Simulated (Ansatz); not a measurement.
# Ga₂O₃ (space group R-3m, No. 166; a hypothetical phase, not in the database extracts checked)

Ga2O3 has the trigonal space group R-3m, hexagonal axes (No. 166), Pearson symbol hR5. Lattice parameters: a = 2.988 Å, b = 2.988 Å, c = 22.852 Å, α = 90.00°, β = 90.00°, γ = 120.00°. Ga on 6c sees 3 O at 1.876 Å and 3 O at 2.219 Å (octahedral). O1 on 3a sees 6 Ga at 2.219 Å (octahedral). O2 on 6c sees 3 Ga at 1.876 Å (trigonal pyramidal). (Neighbours: up to the widest gap in distance over summed covalent radii, below 1.35, at either atom; cation-cation and far metal-metal contacts left out.)
(The calculation used a cell of 5 atoms; values per cell refer to that cell.)

Level of theory: Kohn–Sham DFT with the PBEsol functional, run in Ansatz (an electronic-structure program) with PAW and 420 eV plane waves, spin-orbit coupling left out. Settings: 13×13×13 k-points, 0.05 eV Fermi–Dirac smearing.

The volume per atom is 11.78 Å³. The density comes out as 5.28 g/cm³. The band gap comes out as 2.85 eV, indirect, Γ–S₀ (26 % along) → Γ and the electron mass is 0.51 mₑ along c, 0.29 mₑ across. The lowest conduction-band minima above the VBM is Γ 2.85 eV and the total energy is -1834.028 eV/atom (σ→0; compares only within this code and set-up).

Effective masses come from finite differences of ±0.01 Å⁻¹. Stability against distortions was not tested.
